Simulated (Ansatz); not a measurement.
## Habitual settings against a tight run: BaMgMnO3 (Cm, 6 atoms in the cell)

Self-consistent single point.

```
CELL_PARAMETERS angstrom
      5.76581    -2.15473     0.00000
      5.76581     2.15473     0.00000
     -1.13135     0.00000     3.47523
ATOMIC_POSITIONS crystal
  Ba 0.84242 0.84242 0.63702
  Mg 0.52708 0.52708 0.31317
  Mn 0.14907 0.14907 0.93464
  O  0.34129 0.34129 0.13783
  O  0.04149 0.04149 0.32721
  O  0.61717 0.61717 0.90013
```
Moments meant for the start (each program seeds them in its own way; μB, in the order of the atoms Ba Mg Mn O O O): 0.0 0.0 4.0 0.0 0.0 0.0.

Method of the run: PBEsol, default PAW files made with PBE (plane waves; Ansatz, a quantum-chemistry and plane-wave program).

Base settings: basis.ecutwfc = 30.9 Ry; kpoints.mp_grid.grid = 6 6 7; hamiltonian.xc = pbesol; hamiltonian.pseudopotentials = {kind: paw} (the program's default PAW files); magnetization.spin_polarized = true; scf.occupations.method = gaussian; scf.occupations.width = 0.0007 Ry.

Tight run (finer mesh or higher cutoff; not a proven limit): basis.ecutwfc: 30.9 Ry → 43.4 Ry; kpoints.mp_grid.grid: 6 6 7 → 9 9 10; scf.convergence.dr2_threshold: default (1e-07 eV) → 1e-09 eV. It gave Fermi level (on the code's own zero) 11.02 eV; pressure -6.77 GPa; largest force (vector length) 0.381 eV/Å; size of the cell's spin moment 5.00 μB.

Quick runs, as changes from the base:
- A: the base itself
- B: basis.ecutwfc: 30.9 Ry → 15.4 Ry; kpoints.mp_grid.grid: 6 6 7 → 4 4 4; scf.occupations.method: gaussian → cold; scf.occupations.width: 0.0007 Ry → 0.0367 Ry
- C: basis.ecutwfc: 30.9 Ry → 15.4 Ry; kpoints.mp_grid.grid: 6 6 7 → 2 2 2; scf.occupations.method: gaussian → cold; scf.occupations.width: 0.0007 Ry → 0.0147 Ry
- D: basis.ecutwfc: 30.9 Ry → 24.6 Ry; kpoints.mp_grid.grid: 6 6 7 → 2 2 2; kpoints.mp_grid.shift: default → 0.5 0.5 0.5

Energies are extrapolated to zero smearing width, which holds to low order in the width alone.

The count of work is k-points × plane waves × bands × iterations; it is no time. 

Pressures in the table are Ansatz's without its Pulay estimate, at a fixed set of plane waves; the tight run's value above holds the estimate.

The starting cell comes from a database of computed structures (which also holds hypothetical and non-ambient phases and stackings), without a prior relaxation at this level. Its lattice was rescaled by a random factor within 2.5 % of one. With one magnetic atom in the cell only a parallel order is possible. In the base run, with a pressure of about -7 GPa the cell is away from its equilibrium volume at this level.

```
run  energy less tight (meV/atom)  pressure less tight (GPa)  largest miss in a force vector (eV/Å)  count of work / tight
---  ----------------------------  -------------------------  -------------------------------------  ---------------------
A                             3.6                      -0.44                                  0.004                   0.16
B                          3776.7                    -166.25                                  0.371                  0.022
C                          3733.9                    -163.68                                  0.500                 0.0051
D                            69.4                      -6.98                                  0.076                 0.0042
```

Among the runs at the tight run's level, the energy misses run from 3.6 to 3776.7 meV/atom.

Left out of this page: 2 runs of the series outside the window shown, repeating another row's setting, or not comparable.

Keys are those of Ansatz 0.2.
